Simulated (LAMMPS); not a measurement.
Cu (fcc) at 1090 K and zero pressure, started from the melt, with several potentials, in cells of their own sizes.

Interatomic potentials used:
- EAM-type AlCu.adp: classical MD, pair style adp, file AlCu.adp (LAMMPS); Apostol and Mishin, Phys Rev B 83, 054116 (2011)
- EAM-type AlCu.eam.alloy: classical MD, pair style eam/alloy, file AlCu.eam.alloy (LAMMPS); Cai and Ye, Phys Rev B, 54, 8398-8410 (1996)
- EAM-type CuNi.eam.alloy: classical MD, pair style eam/alloy, file CuNi.eam.alloy (LAMMPS); Onat and Durukanoglu, J Phys Cond Matt, 26, 035404 (2014)
- EAM-type CuZr_mm.eam.fs: classical MD, pair style eam/fs, file CuZr_mm.eam.fs (LAMMPS)
- EAM-type Cu_mishin1.eam.alloy: classical MD, pair style eam/alloy, file Cu_mishin1.eam.alloy (LAMMPS); Mishin, Phys Rev B, 63, 224106 (2001)
- EAM-type Cu_zhou.eam.alloy: classical MD, pair style eam/alloy, file Cu_zhou.eam.alloy (LAMMPS); Zhou et al, Acta Mater, 49, 4005 (2001)
- EAM-type smf7: classical MD, pair style eam, the elements' _smf7.eam files (smf7) (LAMMPS); Foiles, Phys Rev B 32, 7685 (1985)
- EAM-type universal-3 set of Foiles, Baskes and Daw: classical MD, pair style eam, the elements' _u3.eam files (universal-3 set of Foiles, Baskes and Daw) (LAMMPS); Foiles et al, Phys Rev B, 33, 7983 (1986)
- MEAM AlSiMgCuFe.meam: classical MD, pair style meam, file AlSiMgCuFe.meam (LAMMPS); Jelinek, Groh, Horstemeyer, Houze, Kim, Wagner, Moitra and Baskes, Phys Rev B, 85, 245102 (2012)
- MEAM library.meam-Cu: classical MD, pair style meam, file library.meam (library.meam-Cu) (LAMMPS); Baskes, Phys Rev B, 46, 2727-2742 (1992)
- SNAP Cu_Zuo_JPCA2020.quadratic.snap: MD with a machine-learned potential, pair style snap, file Cu_Zuo_JPCA2020.quadratic.snap (LAMMPS); Y. Zuo, C. Chen, X, Li, Z. Deng, Y. Chen, J. Behler, G. Csányi, A. V. Shapeev, A. P. Thompson, M. A. Wood, S. P. Ong, "Performance and Cost Assessment of Machine Learning Interatomic Potentials" J. Phys. Chem. A 124, 4, 731-745 (2020)
- bond-order AlCu.bop.table: classical MD, pair style bop, file AlCu.bop.table (LAMMPS); Zhou, Ward, and Foster, Phys. Chem. Chem. Phys., under consideration

```
potential                                                                                         state                    volume  first peak of g(r)       coordination number  self-diffusion coefficient of Cu (not corrected for cell size)        viscosity  mean phonon frequency  rough cost (ms per atom and simulated ps)
--------------------------------------------------  ---------------------------------------------------  ------------------------  ------------------  ------------------------  --------------------------------------------------------------  ---------------  ---------------------  -----------------------------------------
bond-order AlCu.bop.table                           slow or partial motion within 30 ps, no clear phase    12.234 ± 0.001 Å³/atom  2.52 Å, height 3.2  13.7 (counted to 3.42 Å)                                                               -                -                4.9 THz                                   10 to 30
EAM-type AlCu.adp                                                                                liquid    13.096 ± 0.001 Å³/atom  2.49 Å, height 3.1  13.1 (counted to 3.46 Å)                                     (1.55 ± 0.04) × 10^-5 cm²/s                -                4.5 THz                                    3 to 10
EAM-type AlCu.eam.alloy                                                                          liquid  13.3421 ± 0.0007 Å³/atom  2.50 Å, height 2.9  13.2 (counted to 3.50 Å)                                     (1.93 ± 0.03) × 10^-5 cm²/s  4.7 ± 0.7 mPa s                4.2 THz                                   0.3 to 1
EAM-type CuNi.eam.alloy                                                                          liquid    13.150 ± 0.001 Å³/atom  2.50 Å, height 3.0  13.3 (counted to 3.50 Å)                                     (1.64 ± 0.03) × 10^-5 cm²/s                -                4.4 THz                                     1 to 3
EAM-type CuZr_mm.eam.fs                                                                          liquid    12.868 ± 0.002 Å³/atom  2.55 Å, height 2.9  13.0 (counted to 3.42 Å)                                   (1.168 ± 0.006) × 10^-5 cm²/s                -                4.0 THz                                     1 to 3
EAM-type Cu_mishin1.eam.alloy                                                                    liquid    13.097 ± 0.001 Å³/atom  2.49 Å, height 3.1  13.1 (counted to 3.46 Å)                                     (1.52 ± 0.01) × 10^-5 cm²/s                -                4.6 THz                                     1 to 3
EAM-type Cu_zhou.eam.alloy                                                                       liquid    13.062 ± 0.004 Å³/atom  2.49 Å, height 2.7  13.1 (counted to 3.46 Å)                                     (2.69 ± 0.04) × 10^-5 cm²/s                -                4.0 THz                                    3 to 10
EAM-type smf7                                                                                    liquid    13.174 ± 0.001 Å³/atom  2.50 Å, height 3.0  13.0 (counted to 3.46 Å)                                     (1.82 ± 0.02) × 10^-5 cm²/s  5.0 ± 0.6 mPa s                4.4 THz                                     1 to 3
EAM-type universal-3 set of Foiles, Baskes and Daw                                               liquid    13.075 ± 0.001 Å³/atom  2.49 Å, height 3.0  13.1 (counted to 3.46 Å)                                     (1.66 ± 0.05) × 10^-5 cm²/s                -                4.4 THz                                     1 to 3
MEAM AlSiMgCuFe.meam                                                                             liquid    13.208 ± 0.003 Å³/atom  2.48 Å, height 2.9  11.7 (counted to 3.30 Å)                                       (2.4 ± 0.1) × 10^-5 cm²/s  3.1 ± 0.4 mPa s                4.3 THz                                    3 to 10
MEAM library.meam-Cu                                                                             liquid    12.855 ± 0.007 Å³/atom  2.50 Å, height 3.4  10.0 (counted to 3.02 Å)                                       (7.5 ± 0.2) × 10^-6 cm²/s     15 ± 2 mPa s                6.1 THz                                    3 to 10
SNAP Cu_Zuo_JPCA2020.quadratic.snap                                                              liquid    13.538 ± 0.007 Å³/atom  2.53 Å, height 3.1  13.0 (counted to 3.50 Å)                                     (1.32 ± 0.08) × 10^-5 cm²/s                -                4.2 THz                                  30 to 100
```

Costs are rough: whole-run CPU time with set-up and analysis, from shared machines, in bands a factor of about three wide.

Caution (row EAM-type AlCu.adp): this liquid lies under the melting point of about 1330 K that EAM-type AlCu.adp gives, so it is undercooled.

Caution (row EAM-type AlCu.eam.alloy): this liquid lies under the melting point of about 1230 K that EAM-type AlCu.eam.alloy gives, so it is undercooled.

Caution (row EAM-type CuNi.eam.alloy): this liquid lies under the melting point of about 1290 K that EAM-type CuNi.eam.alloy gives, so it is undercooled.

Caution (row EAM-type CuZr_mm.eam.fs): this liquid lies under the melting point of about 1370 K that EAM-type CuZr_mm.eam.fs gives, so it is undercooled.

Caution (row EAM-type Cu_mishin1.eam.alloy): this liquid lies under the melting point of about 1340 K that EAM-type Cu_mishin1.eam.alloy gives, so it is undercooled.

Caution (row EAM-type Cu_zhou.eam.alloy): this liquid lies under the melting point of about 1140 K that EAM-type Cu_zhou.eam.alloy gives, so it is undercooled.

Caution (row EAM-type smf7): this liquid lies under the melting point of about 1240 K that EAM-type smf7 gives, so it is undercooled.

Caution (row EAM-type universal-3 set of Foiles, Baskes and Daw): this liquid lies under the melting point of about 1290 K that EAM-type universal-3 set of Foiles, Baskes and Daw gives, so it is undercooled.

Caution (row MEAM AlSiMgCuFe.meam): this liquid lies under the melting point of about 1190 K that MEAM AlSiMgCuFe.meam gives, so it is undercooled.

Caution (row MEAM library.meam-Cu): enthalpy drifts during the constant-pressure average: a transition or slow ageing; fluctuation values are void.

Caution: the potential MEAM library.meam-Cu is a first-neighbour MEAM set with a 4 Å cutoff, used here without a parameter file and away from the static properties it was fitted to.

Caution (row MEAM library.meam-Cu): this liquid lies under the melting point of about 1350 K that MEAM library.meam-Cu gives, so it is undercooled.

Caution (row SNAP Cu_Zuo_JPCA2020.quadratic.snap): this liquid lies under the measured melting point of 1358 K, so it is undercooled or the potential melts low.

Caution (row SNAP Cu_Zuo_JPCA2020.quadratic.snap): a run this short can hold a crystal over, or a liquid under, the potential's own melting point, which these runs don't give.

States go by the mean squared displacement: a species diffuses where it passes 1.5 Å², still rises and gives D over 1e-6 cm²/s; a crystal has left its structure where atoms lie 0.35 Å off their sites on average or a cubic box changes its shape by 3 %, or the axial ratios of another lie 8 % off the starting cell's, which the potential's own relaxation can also do.

Errors of D are the spread over four groups of atoms in one short run; a floor of about 5 %, a picked value, is safer.

Errors shown are sampling errors alone.
